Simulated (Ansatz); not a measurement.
Electronic density of states of amorphous Zr20O43B2, density 5.05 g/cm³, on a 2×2×2 Γ-centred mesh with a Gaussian width of 0.1 eV; energies count from the Fermi level, whose place inside the gap is arbitrary. Cell and mesh are small, so fine structure isn't converged. These are PBE, scalar-relativistic without spin-orbit coupling (plane waves to 420 eV, PAW; Ansatz, a program for electronic structure) values and carry that method's errors. Sampling: a 2×2×2 Γ-centred mesh; Fermi-Dirac width 0.02 eV; no spin polarisation. At PBE the levels at the filled edge of the gap are localised (band-tail or defect states).

The cell was made by melting and quenching with the CHGNet potential and then relaxed with DFT. O atoms were pushed apart under 1.9 Å during the dynamics, to hinder bonds among them. The hot cell started wider than the set density and was brought back towards it in steps. It is the lowest in DFT energy of 2 quenches. It is a model cell: composition and starting density were chosen by hand, and all elements were melted together. No dispersion term was used. Its density started from a set value of 5.05 and ended at 5.05 g/cm³. The simulated quench (nominally 300 K/ps over its main leg) is rapid and tends to freeze in more defects than a deposited or slowly cooled glass has. A cell of this size samples the disorder only roughly. The volume was held where the preparation left it and the shape relaxed, at a PBE pressure of -0.1 GPa (tension). Stress components on the final sampling reach 0.9 GPa. On a 2×2×2 Γ-centred mesh force components of up to 0.13 eV/Å stay, since the relaxation ran on the zone centre alone. Cycles of charging lowered its energy after that relaxation.

```
E - EF (eV)  states/(eV atom)
-----------  ----------------
-12.00                   0.00
-11.90                   0.00
-11.80                   0.00
-11.70                   0.00
-11.60                   0.00
-11.50                   0.00
-11.40                   0.00
-11.30                   0.00
-11.20                   0.00
-11.10                   0.00
-11.00                   0.00
-10.90                   0.00
-10.80                   0.00
-10.70                   0.00
-10.60                   0.00
-10.50                   0.00
-10.40                   0.00
-10.30                   0.00
-10.20                   0.00
-10.10                   0.00
-10.00                   0.00
-9.90                    0.00
-9.80                    0.00
-9.70                    0.00
-9.60                    0.00
-9.50                    0.00
-9.40                    0.00
-9.30                    0.00
-9.20                    0.00
-9.10                    0.00
-9.00                    0.00
-8.90                    0.00
-8.80                    0.00
-8.70                    0.00
-8.60                    0.05
-8.50                    0.15
-8.40                    0.09
-8.30                    0.01
-8.20                    0.03
-8.10                    0.13
-8.00                    0.12
-7.90                    0.02
-7.80                    0.00
-7.70                    0.00
-7.60                    0.04
-7.50                    0.15
-7.40                    0.10
-7.30                    0.01
-7.20                    0.02
-7.10                    0.14
-7.00                    0.25
-6.90                    0.32
-6.80                    0.29
-6.70                    0.18
-6.60                    0.12
-6.50                    0.24
-6.40                    0.37
-6.30                    0.50
-6.20                    0.56
-6.10                    0.68
-6.00                    0.82
-5.90                    0.82
-5.80                    0.75
-5.70                    0.83
-5.60                    0.88
-5.50                    0.86
-5.40                    0.81
-5.30                    0.85
-5.20                    0.88
-5.10                    0.85
-5.00                    0.79
-4.90                    0.72
-4.80                    0.74
-4.70                    0.79
-4.60                    0.84
-4.50                    0.86
-4.40                    0.87
-4.30                    0.84
-4.20                    0.83
-4.10                    0.84
-4.00                    0.92
-3.90                    0.92
-3.80                    0.91
-3.70                    0.89
-3.60                    0.91
-3.50                    1.00
-3.40                    1.05
-3.30                    1.00
-3.20                    0.99
-3.10                    0.97
-3.00                    0.98
-2.90                    0.98
-2.80                    0.94
-2.70                    0.98
-2.60                    0.98
-2.50                    0.91
-2.40                    0.81
-2.30                    0.63
-2.20                    0.46
-2.10                    0.35
-2.00                    0.41
-1.90                    0.41
-1.80                    0.19
-1.70                    0.03
-1.60                    0.00
-1.50                    0.00
-1.40                    0.00
-1.30                    0.00
-1.20                    0.00
-1.10                    0.00
-1.00                    0.00
-0.90                    0.00
-0.80                    0.00
-0.70                    0.00
-0.60                    0.00
-0.50                    0.00
-0.40                    0.00
-0.30                    0.00
-0.20                    0.00
-0.10                    0.00
0.00                     0.00
0.10                     0.00
0.20                     0.00
0.30                     0.00
0.40                     0.00
0.50                     0.00
0.60                     0.00
0.70                     0.00
0.80                     0.00
0.90                     0.00
1.00                     0.00
1.10                     0.00
1.20                     0.00
1.30                     0.00
1.40                     0.00
1.50                     0.00
1.60                     0.00
1.70                     0.03
1.80                     0.19
1.90                     0.38
2.00                     0.40
2.10                     0.49
2.20                     0.60
2.30                     0.59
2.40                     0.62
2.50                     0.67
2.60                     0.74
2.70                     0.77
2.80                     0.80
2.90                     0.80
3.00                     0.78
3.10                     0.81
3.20                     0.83
3.30                     0.77
```

The level gap on this mesh is 3.65 eV; the broadening fills part of it in the curve.
